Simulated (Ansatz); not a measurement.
Structures of equal composition on the (100) surface of fcc Cu: a layer of Sn in place of the second plane; a layer of Sn in place of the third plane. The slabs share one bottom face, and each structure is named by its start. These are constructed structures in small cells; real faces may alloy, dewet or reconstruct in larger ones, and not all known structures of the face are among them. Slabs of about 9 Å with all that they carry, Fermi-Dirac smearing of 0.1 eV. Bottom of the slabs: a bare face, its two planes held. Relaxed from the named starts with such symmetry as they have, on meshes of like density; energies extrapolated to zero smearing; no spin-orbit coupling, no U. Spin-polarised runs, if any, are marked in brackets, and their order is one that fits the cell; the others ran without spin.

Level of theory: PBE (plane waves to 420 eV, PAW; Ansatz, a first-principles code).

### Question
Put the candidates in order of energy per 1x1 cell, lowest first, for PBE.

### Answer
a layer of Sn in place of the second plane (0.000 eV), a layer of Sn in place of the third plane (0.063 eV)
